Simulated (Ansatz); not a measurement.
Consider this model of amorphous Zr20O43Ga2.

```xyz
65
Lattice="9.5769 0.1964 0.2319 0.1964 9.1766 0.2711 0.2319 0.2711 9.2576" Properties=species:S:1:pos:R:3 pbc="T T T"
Zr     9.1142     5.2464     6.3764
Zr     2.3147     8.5463     3.9098
Zr     4.1991     6.9155     8.0168
Zr     1.0037     5.3500     8.9784
Zr     1.0981     8.5374     7.5815
Zr     9.7158     5.9845     3.1800
Zr     0.6416     2.1760     4.8153
Zr     6.9068     2.5629     5.9311
Zr     6.0636     5.9615     4.6456
Zr     3.6151     5.3566     2.3176
Zr     5.2270     3.2396     9.0907
Zr     3.4351     4.4176     6.2011
Zr     3.4981     1.0639     6.5171
Zr     8.7976     8.7842     1.4723
Zr     7.2822     8.1810     7.8103
Zr     4.8343     8.9486     0.9274
Zr     9.0724     2.5765     8.6501
Zr     1.9672     1.6208     1.1526
Zr     8.4259     8.7218     4.8783
Zr     6.6751     6.0415     1.3068
O      4.8274     2.7786     6.6622
O      7.2106     0.5686     6.1673
O      9.1710     7.2449     7.4685
O      8.3083     1.8472     4.2735
O      1.2729     1.3501     3.0344
O      2.0726     7.0201     8.5746
O      5.4916     4.4074     1.2136
O      7.6807     5.4882     3.0659
O      5.4127     6.6608     2.8440
O      0.7824     9.0222     5.4143
O      3.7647     1.6657     8.9479
O      6.7921     8.1128     0.7482
O      7.4677     8.9848     3.1318
O      3.6534     0.6030     4.4810
O      1.5312     4.9042     6.8225
O      1.5383     1.4104     6.9303
O      6.3500     6.4675     8.3723
O      7.1946     4.6146     5.6926
O      2.5661     6.5860     3.6273
O      6.8736     7.4910     5.6757
O      0.8205     0.1752     0.1355
O      8.9417     2.9681     6.5756
O      4.1110     6.8588     0.8079
O      1.2009     3.2638     9.2814
O      3.0491     8.3127     6.7790
O      3.2605     9.0843     2.1717
O      9.2205     6.7551     4.9905
O      8.8234     4.7325     8.4995
O      4.5220     6.1309     6.0993
O      8.8153     9.5630     8.5914
O      5.8558     2.3583     4.0440
O      3.8748     4.7452     8.2726
O      5.1836     8.8973     8.0671
O      8.9367     6.5739     1.1256
O      0.4085     4.1598     4.2997
O      1.6283     5.1230     1.6300
O      3.3147     3.0678     2.0611
O      8.2611     1.7651     1.3056
O      4.3580     4.5453     4.1481
O      2.7036     2.7884     5.1306
O      0.3918     7.9874     2.8521
O      5.5445     1.4857     1.3357
O      6.9380     2.7809     8.1761
Ga     6.9599     1.7105     2.6853
Ga     4.0194     2.4742     3.7063
```

Level of theory: PBE, scalar-relativistic without spin-orbit coupling (plane waves to 420 eV, PAW; Ansatz, an electronic-structure program).

It comes from a melt-quench run on a machine-learned potential (CHGNet), relaxed afterwards by DFT. O atoms were pushed apart under 1.9 Å during the dynamics, to hinder bonds among them. The hot cell started wider than the set density and was brought back towards it in steps. It is the lowest in DFT energy of 2 quenches. It is a model cell: composition and starting density were chosen by hand, and all elements were melted together. No dispersion term was used. Its density started from a set value of 5.29 and ended at 5.42 g/cm³. Cooling (nominally 450 K/ps over its main leg) ran many orders faster than in experiment, which tends to leave more defects and strain. A cell of this size samples the disorder only roughly. Volume and shape were free in the relaxation. On a 2×2×2 Γ-centred mesh force components of up to 0.12 eV/Å stay, since the relaxation ran on the zone centre alone.

Neighbours within Zr-Zr 3.41 Å, Zr-O 2.86 Å, Zr-Ga 3.05 Å, O-O 1.58 Å, O-Ga 2.26 Å, Ga-Ga 2.68 Å count as bonded. Two cations that share two anions don't count as bonded, nor two that share one unless they lie closer than Zr-Zr 3.32 Å, Zr-Ga 2.96 Å, Ga-Ga 2.61 Å.

Question: Give the coordination numbers, mean bond lengths and angles.

Answer: 
* **Mean coordination of Zr by anions**: 6.80 (5 with 6, 14 with 7, 1 with 8)
* **Mean coordination of O**: 3.40 (26 with 3, 17 with 4)
* **Mean coordination of Ga by anions**: 5.00 (2 with 5)
* **Mean Zr-O bond**: 2.190 Å (spread 0.156 Å, 136 counted)
* **Mean O-Ga bond**: 1.968 Å (spread 0.093 Å, 10 counted)
* **Bond angle at Zr**: mean 101.6°, spread 30.0°
* **Bond angle at O**: mean 111.3°, spread 16.1°
* **Bond angle at Ga**: mean 105.5°, spread 27.0°

Question: List the pairs of like atoms that count as bonded by the rules above.

Answer: There are none by these rules.
